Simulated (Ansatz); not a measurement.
Defect: Mo-vacancy pair (Mo on one host W site, one W site vacant) in bcc W, neutral cell. The step: Mo and the vacancy change places (Mo-vacancy distance between ideal sites 2.76 Å throughout); the atom moves 2.70 Å along (0.49, 0.49, 0.48) of the unit cell; the moving atom starts with neighbours 2 W at 2.73, 4 W at 2.76, W at 2.77, W at 3.14, 2 W at 3.16, 2 W at 3.20, W at 3.23 Å and ends with 2 W at 2.73, 4 W at 2.76, W at 2.77, W at 3.14, 2 W at 3.16, 2 W at 3.20, W at 3.23 Å. DFT values are from Ansatz (plane-wave PAW, 420 eV unless said) in a cell of 36 host sites, spin-restricted, static, with no finite-size correction. Forms of the defect that were not tried may lie lower. For the PBE band: the saddle point's order was not checked, and it lies on a symmetry element of the cell, where a band can be held.

```
Level                                                                           Forward barrier (eV)  Cost of the band or of the saddle's single point
------------------------------------------------------------------------------  --------------------  ------------------------------------------------
CHGNet universal potential (has no charge state), its own band                                  0.74                                                 -
PBE, a 2×2×3 k-point mesh shifted by half a step, band relaxed                                  1.34                           roughly 80 core-minutes
PBE, a 3×3×5 k-point mesh shifted by half a step, same geometries                               1.46             about 8 core-minutes (a rough figure)
r2SCAN at 500 eV, a 2×2×3 k-point mesh shifted by half a step, same geometries                   ___                       very roughly 5 core-minutes
```

Question: Fill in the missing entries.

Answer: 
- r2SCAN at 500 eV, a 2×2×3 k-point mesh shifted by half a step, same geometries, Forward barrier (eV): 1.48

Ansatz is a first-principles code.
